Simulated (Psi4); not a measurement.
Psi4 1.11, TPSS/def2-svp: Cr(NH)(S)(F)(Me) ([CH3][Cr](=[NH])([F])=[S]), 9 atoms. The geometry is a generated start, not checked to be a minimum at this level.

- task: energy
- method: tpss
- basis: def2-svp
- memory: 3 GB
- maxiter: 100
- keys of the molecule block: symmetry c1
- scf_type: df (default)
- guess: auto, which took SAD (default)
- scf_initial_accelerator: adiis (default)
- e_convergence: 1e-06 (default)
- d_convergence: 1e-06 (default)
- dft_radial_points: 75 (default)
- dft_spherical_points: 302 (default)
- basis functions: 111
- grid points: 194980

```xyz
9

Cr    -0.5241    -0.7472     0.1618
N      0.4020    -1.4094    -0.9999
H      0.9364    -1.9149    -1.6968
S      0.2158    -1.2946     2.0088
F     -2.2067    -0.5830     0.1886
C      0.2140     1.2129     0.0925
H      1.2705     1.3113     0.3466
H     -0.3692     1.8040     0.8110
H      0.0613     1.6210    -0.9126
```

Charge 0 and multiplicity 1 are set for this test and not shown to be the ground state.

One run each on 2 threads. Values of diis_max_vecs tried: 3, 6, 10 (default), 20.

### Question
How does the count of SCF iterations change with diis_max_vecs, and where is it least?

### Answer
Fewest SCF iterations, within one of each other: 10 (default) with 15, 20 with 16. The count rises to 18 at 6. The run ends without SCF convergence in 100 iterations at 3.

```csv
diis_max_vecs,SCF iterations,end
3,100,no convergence
6,18,same solution
10 (default),15,same solution
20,16,same solution
```
